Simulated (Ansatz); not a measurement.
CuZn: stress against strain

CuZn (CsCl type, Pm-3m, 12.302 Å³/atom at rest) under an equal strain ε in the (111) plane with the normal axis free, as in a coherent film. PBEsol in Ansatz, a plane-wave DFT program (PAW, default set), 420 eV, 20×20×20 Γ-centred mesh, Fermi-Dirac smearing 0.10 eV; ions are relaxed within the symmetry of each cell. Stress is positive for a compressed cell.

Here s stands for strain and y for stress xx.

```
strain (%)  stress xx (GPa)
----------  ---------------
-1.25                  3.97
-0.83                  2.60
-0.42                  1.30
0.00                   0.00
0.42                  -1.26
0.83                  -2.45
1.25                  -3.62
2.50                      ?
```

Fit y of the 7 rows that show it with a straight line. Means: s 0, y 0.077. About the means, the sum of products is -14.754 and the sum of squares of s is 4.8556; the slope is their ratio. Least squares gives y = 0.077 - 3.0386·s. Residuals (row less fit): 0.095, 0.001, -0.053, -0.077, -0.061, -0.005, 0.101; standard error 0.080 (degrees of freedom: 5). The slope gives the biaxial elastic modulus of this plane = 304 ± 4 GPa.

Estimate the missing y (s = 2.50); what did the run itself give?

y = 0.077 - 3.0386 × 2.50 = -7.520 GPa. The calculation gives -6.80 GPa, 0.720 GPa above the prediction (6.7 % of the range of y in the table). The row lies outside the fitted rows, so this is an extrapolation. From the scatter of the fitted rows alone, a prediction at this place has a standard error of 0.124 GPa, so the miss is 5.8 times that.

One order more, fitted to all 13 runs of the series, follows each within 0.02, so the miss is the next term of a smooth law. In a metal these values are sensitive to mesh and smearing; energies are taken to zero smearing, stresses follow the free energy. Rows are the converged runs of the series near zero and its far end; series whose fitted rows scatter by over a few per cent of the range, as at a crossing or softening among them, aren't shown in this form. Most that stay on the fit to the last digits aren't either.
